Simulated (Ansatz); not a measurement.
Take TlInTe2 (space group I4/mcm, No. 140; a = 8.4029 Å, c = 7.1326 Å) as the base.

Calculations: PBEsol in Ansatz (plane waves to 420 eV, PAW, spin-orbit coupling left out).

One change was made to it. Results:

The lattice parameter a shrinks by 0.165 Å (8.403 Å → 8.238 Å); the band gap goes from 0.27 eV to zero; the c/a ratio grows by 0.008, from 0.849 to 0.857.

Task: Which change produced these results?
A) pressure 0.7 GPa
B) pressure 1.5 GPa
C) pressure 3 GPa

Result: B, pressure 1.5 GPa. For comparison, the lattice parameter a in the other runs: pressure 0.7 GPa gives 8.323 Å; pressure 3 GPa gives 8.112 Å.

A case with no gap was solved on a k-mesh chosen for an insulator, which is coarse for it. With Te and Tl present, leaving out spin-orbit coupling can change the band edges. Load acts through the strain it causes; cell and atoms are relaxed under it. Stability against distortions was not tested. The final runs are not spin-polarised. Gaps under 0.05 eV, about the width of the smearing, are given as zero. A zero or small gap of TlInTe2 can be the functional's error rather than a property of the material.

Ansatz is a quantum-chemistry and plane-wave program.
